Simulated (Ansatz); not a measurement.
Consider a periodic stack without vacuum, fcc Al (0 0 1) on tetragonal BaTiO3 (1 0 0) (film strained to the substrate, faces as cut): substrate slab Ba3Ti4O11, film Al12, surface cells [[0, 1], [-1, 0]] and [[0, -1], [2, 1]], film strained by -1.4 and +4.0 %, faces OTi/OTi and Al/Al as cut (like faces can put a slab off its formula). Its start:

```yaml
crystal:
  lattice:
    - [4.20232, 0.00000, -0.04002]
    - [0.00000, 3.98572, 0.00027]
    - [-0.25770, -1.32690, 26.64127]
  atoms:
    - { symbol: Ba, position: [0.93724, 0.06035, 0.11210] }
    - { symbol: Ti, position: [0.42100, 0.53884, 0.03920] }
    - { symbol: O, position: [0.91451, 0.53776, 0.03379] }
    - { symbol: O, position: [0.42380, 0.55903, 0.10791] }
    - { symbol: O, position: [0.41553, 0.03631, 0.03120] }
    - { symbol: Ba, position: [0.97155, 0.10991, 0.26606] }
    - { symbol: Ti, position: [0.47406, 0.58533, 0.19163] }
    - { symbol: O, position: [0.91066, 0.58393, 0.18717] }
    - { symbol: O, position: [0.44734, 0.60829, 0.26115] }
    - { symbol: O, position: [0.42730, 0.08351, 0.18550] }
    - { symbol: Ba, position: [0.00047, 0.16294, 0.42078] }
    - { symbol: Ti, position: [0.50221, 0.63705, 0.34418] }
    - { symbol: O, position: [0.93694, 0.63448, 0.33960] }
    - { symbol: O, position: [0.47374, 0.66245, 0.41491] }
    - { symbol: O, position: [0.45497, 0.13421, 0.33850] }
    - { symbol: Ti, position: [0.52794, 0.68355, 0.49162] }
    - { symbol: O, position: [0.95667, 0.68889, 0.48824] }
    - { symbol: O, position: [0.47317, 0.19422, 0.49172] }
    - { symbol: Al, position: [0.27343, 0.93597, 0.66030] }
    - { symbol: Al, position: [0.76846, 0.44246, 0.66114] }
    - { symbol: Al, position: [0.77048, 0.91239, 0.58929] }
    - { symbol: Al, position: [0.26594, 0.40361, 0.58655] }
    - { symbol: Al, position: [0.28067, 0.99061, 0.80957] }
    - { symbol: Al, position: [0.78979, 0.49608, 0.81165] }
    - { symbol: Al, position: [0.76848, 0.97069, 0.73708] }
    - { symbol: Al, position: [0.26968, 0.46698, 0.73474] }
    - { symbol: Al, position: [0.37314, 0.01709, 0.95905] }
    - { symbol: Al, position: [0.90345, 0.52430, 0.96290] }
    - { symbol: Al, position: [0.83881, 0.01039, 0.89015] }
    - { symbol: Al, position: [0.33021, 0.50556, 0.88375] }
```

The start was prepared with a machine-learned potential, and the result is one local minimum, with the in-plane cell held and forces under 0.04 eV/Å; the film can end far from its bulk form.

These are PBE (plane waves to 420 eV, PAW; Ansatz, an electronic-structure program) values and carry that method's errors. No spin–orbit coupling; the runs are not spin-polarised; PBE gaps are too small against experiment. Its k-point mesh 7×8×1, Fermi–Dirac width 0.05 eV.

Question: Predict the relaxed interface.

Answer: 
| Item | Value |
|---|---|
| interface area | 16.8 Å² |
| period | 26.23 Å |
| gaps between the outermost planes at the two interfaces | 1.83 and 1.83 Å |
| Al–Ti contacts across the interfaces within 1.22 times the sum of covalent radii | 8, mean 2.88 Å |
| Al–O contacts across the interfaces within 1.22 times the sum of covalent radii | 4, mean 1.90 Å |
